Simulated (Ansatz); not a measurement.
How the smallest direct gap on the k points sampled of CaZrN2 (model structure, started from the beta NaFeO2 type, Pna2₁, No. 33, 16 atoms in the cell) moves with the method

No measured value is used here.

**Question.** Put these levels in order of the smallest direct gap on the k points sampled that they give for CaZrN2 (model structure, started from the beta NaFeO2 type, Pna2₁, No. 33, 16 atoms in the cell), smallest first: PBE0 (Ansatz, a first-principles code), PBEsol (Ansatz), r²SCAN (Ansatz).

**Answer.** PBEsol (1.12 eV), r²SCAN (1.54 eV), PBE0 (2.83 eV)

Computed values are for a static lattice. Levels without +SOC have no spin–orbit coupling; where heavier elements are present it shifts gaps, mostly down, and can invert bands.  Values are at the PBEsol cell. Cutoffs and k meshes differ between the levels. Ansatz's density-functional and Hartree–Fock values are scalar-relativistic unless marked +SOC, with PAW data made under PBE.

A model structure was made by putting elements into a prototype or built by hand; it is no filed structure, need not be a known phase, and can be a saddle point held by its symmetry.
